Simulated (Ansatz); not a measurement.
The reference is Ca4As2O (space group I4/mmm, No. 139; a = 4.499 Å, c = 15.266 Å; a cell from a computed database, its experimental status unchecked). Axes: x, y, z lie along a, b, c of the conventional cell.

The change: biaxial strain +1.69 %, plane normal [001], relaxed out of plane (Cartesian); in-plane vectors clamped, the third vector and the atoms free.

Levels (all Ansatz, an electronic-structure program, PAW): PBEsol (420 eV, scalar-relativistic without spin-orbit coupling); r2SCAN (500 eV, no SOC); HSE06 (420 eV, no SOC).

At the geometry relaxed with PBEsol, these levels gave the following band gaps, in shuffled order: (a) 1.82 eV, (b) 1.02 eV, (c) 1.45 eV.

### Question
Match each gap to its level.

### Answer
(a) HSE06; (b) PBEsol; (c) r2SCAN.

Single points use the geometry relaxed with PBEsol. The hybrid gap comes from the SCF mesh plus the semilocal run's edge points and a few special points and is an upper bound. Stability against distortions was not tested.
